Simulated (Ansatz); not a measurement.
Input:

Host crystal: monoclinic HfO2, with a band gap (PBE, scalar-relativistic without spin-orbit coupling).

End structure of Sn on a Hf site (surface) in a 2x1 cell of the 1x1 (100) surface of monoclinic HfO2 (cut with top plane 2 O):

```yaml
crystal:
  lattice:
    - [10.42402, 0.00000, 0.00000]
    - [0.00000, 5.35246, 0.00000]
    - [0.00000, 0.00000, 28.50000]
  atoms:
    - { symbol: O, position: [0.09314, 0.86339, 0.33630] }
    - { symbol: O, position: [0.59314, 0.86339, 0.33630] }
    - { symbol: O, position: [0.15686, 0.36339, 0.33630] }
    - { symbol: O, position: [0.65686, 0.36339, 0.33630] }
    - { symbol: Hf, position: [0.03625, 0.16013, 0.37295] }
    - { symbol: Hf, position: [0.53636, 0.16089, 0.37269] }
    - { symbol: Hf, position: [0.21353, 0.66015, 0.37286] }
    - { symbol: Hf, position: [0.71374, 0.66043, 0.37286] }
    - { symbol: O, position: [0.36944, 0.90132, 0.39936] }
    - { symbol: O, position: [0.86955, 0.89972, 0.39991] }
    - { symbol: O, position: [0.38065, 0.40109, 0.39901] }
    - { symbol: O, position: [0.88030, 0.40001, 0.39984] }
    - { symbol: O, position: [0.12144, 0.44048, 0.42381] }
    - { symbol: O, position: [0.62179, 0.44065, 0.42370] }
    - { symbol: O, position: [0.12822, 0.93978, 0.42382] }
    - { symbol: O, position: [0.62824, 0.94119, 0.42361] }
    - { symbol: Hf, position: [0.27720, 0.17552, 0.45013] }
    - { symbol: Hf, position: [0.77561, 0.17628, 0.45113] }
    - { symbol: Hf, position: [0.47419, 0.67783, 0.45056] }
    - { symbol: Hf, position: [0.97333, 0.67550, 0.45101] }
    - { symbol: O, position: [0.33391, 0.50178, 0.48662] }
    - { symbol: O, position: [0.83422, 0.50173, 0.48789] }
    - { symbol: O, position: [0.41558, 0.00254, 0.48747] }
    - { symbol: O, position: [0.91596, 0.00263, 0.48772] }
    - { symbol: O, position: [0.08359, 0.67786, 0.51382] }
    - { symbol: O, position: [0.58598, 0.67965, 0.51194] }
    - { symbol: O, position: [0.16590, 0.17851, 0.51221] }
    - { symbol: O, position: [0.66444, 0.17696, 0.51310] }
    - { symbol: Hf, position: [0.02695, 0.00742, 0.54895] }
    - { symbol: Hf, position: [0.52328, 0.00065, 0.55046] }
    - { symbol: Hf, position: [0.22755, 0.50265, 0.54883] }
    - { symbol: Hf, position: [0.72204, 0.50305, 0.54950] }
    - { symbol: O, position: [0.37956, 0.71734, 0.57344] }
    - { symbol: O, position: [0.87287, 0.73900, 0.57700] }
    - { symbol: O, position: [0.37309, 0.22979, 0.57746] }
    - { symbol: O, position: [0.87720, 0.23933, 0.57660] }
    - { symbol: O, position: [0.11628, 0.28463, 0.60069] }
    - { symbol: O, position: [0.61621, 0.27954, 0.60076] }
    - { symbol: O, position: [0.13799, 0.79064, 0.60122] }
    - { symbol: O, position: [0.63146, 0.77816, 0.60079] }
    - { symbol: Sn, position: [0.27455, 0.03501, 0.63118] }
    - { symbol: Hf, position: [0.78523, 0.01935, 0.62692] }
    - { symbol: Hf, position: [0.46093, 0.52254, 0.62722] }
    - { symbol: Hf, position: [0.96132, 0.52033, 0.62838] }
    - { symbol: O, position: [0.32873, 0.34402, 0.66524] }
    - { symbol: O, position: [0.83986, 0.31951, 0.66389] }
    - { symbol: O, position: [0.40930, 0.82952, 0.66264] }
    - { symbol: O, position: [0.90666, 0.82078, 0.66422] }
```

Set-up: 48 atoms, 9.3 Å thick at the start (thin: gaps and levels are the slab's own); mesh 2x4x1; 0.01 eV smearing; dipole correction on; 4 atoms held, the rest relaxed; no symmetry held; no spin, no spin-orbit, no U.

**Question.** Give the gap of the slab on its k-mesh at the level Ansatz (a first-principles code) with PBE.

**Answer.** 2.50 eV

**Question.** Give the change of the step from the bottom to the top vacuum level, against the clean slab at the level PBE.

**Answer.** -0.038 eV

**Question.** Give the formation energy against hcp Hf, beta tin at the level PBE.

**Answer.** 5.79 eV

**Question.** What is the computed highest filled level below the top vacuum level (PBE)?

**Answer.** 7.18 eV
